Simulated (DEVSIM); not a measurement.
Device: Ti/SiO2/n-GaAs capacitor, at 250 K.

| layer (left to right) | material | thickness (nm) | Nd (cm⁻³) |
|---|---|---|---|
| 1 | SiO2 | 4.20 | - |
| 2 | GaAs | 8600 | 5.6e15 |

Metal gate on the left, work function 4.33 eV. Fixed charge at the semiconductor interface 0 cm⁻² (in units of +e); no interface traps.

This is a model device: material constants are rounded textbook-type values typed into the input, and sizes, dopings and lifetimes were drawn at random. Values at 300 K; Nc and Nv go as T^1.5, mobilities as T to minus their exponent, the gap by Varshni's rule with the affinity fixed.

```tsv
parameter	SiO2	GaAs
gap (eV)	9	1.424
affinity (eV)	0.9	4.07
permittivity	3.9	12.9
Nc (cm⁻³)	-	4.7e17
Nv (cm⁻³)	-	9e18
Varshni α (eV/K)	-	0.000541
Varshni β (K)	-	204
```

Simulated with DEVSIM: 1D Poisson equation in equilibrium, Boltzmann statistics, complete ionisation; no quantum confinement or tunnelling. Metal contacts follow the ideal Schottky-Mott rule: no Fermi-level pinning, no interface dipoles.

Question: Tabulate band edges, carrier densities and field at -0.6 V on the gate.

Answer: Energies count from the Fermi level of the right contact; mesh points crowd at the junctions.

| x (μm) | Ec (eV) | Ev (eV) | n (cm⁻³) | p (cm⁻³) | field (V/cm) |
|---|---|---|---|---|---|
| 0.000 | 4.030 | -4.970 | < 1e2 | < 1e2 | -110000 |
| 0.001199 | 4.017 | -4.983 | < 1e2 | < 1e2 | -110000 |
| 0.002694 | 4.000 | -5.000 | < 1e2 | < 1e2 | -110000 |
| 0.003988 | 3.986 | -5.014 | < 1e2 | < 1e2 | -110000 |
| 0.005937 | 0.808 | -0.638 | < 1e2 | 940000 | -33000 |
| 0.009575 | 0.796 | -0.650 | < 1e2 | 540000 | -33000 |
| 0.01829 | 0.768 | -0.678 | 120 | 140000 | -32000 |
| 0.04970 | 0.671 | -0.775 | 11000 | 1600 | -30000 |
| 0.1083 | 0.511 | -0.936 | 1.8e7 | < 1e2 | -25000 |
| 0.2486 | 0.236 | -1.210 | 6.2e12 | < 1e2 | -14000 |
| 0.5570 | 0.091 | -1.355 | 5.3e15 | < 1e2 | -230 |
| 1.698 | 0.090 | -1.357 | 5.6e15 | < 1e2 | ≈ 0 |
| 3.958 | 0.090 | -1.357 | 5.6e15 | < 1e2 | ≈ 0 |
| 6.565 | 0.090 | -1.357 | 5.6e15 | < 1e2 | ≈ 0 |
| 7.915 | 0.090 | -1.357 | 5.6e15 | < 1e2 | ≈ 0 |
| 8.310 | 0.090 | -1.357 | 5.6e15 | < 1e2 | ≈ 0 |
| 8.479 | 0.090 | -1.357 | 5.6e15 | < 1e2 | ≈ 0 |
| 8.549 | 0.090 | -1.357 | 5.6e15 | < 1e2 | ≈ 0 |
| 8.587 | 0.090 | -1.357 | 5.6e15 | < 1e2 | ≈ 0 |
| 8.598 | 0.090 | -1.357 | 5.6e15 | < 1e2 | ≈ 0 |
| 8.602 | 0.090 | -1.357 | 5.6e15 | < 1e2 | ≈ 0 |
| 8.604 | 0.090 | -1.357 | 5.6e15 | < 1e2 | ≈ 0 |
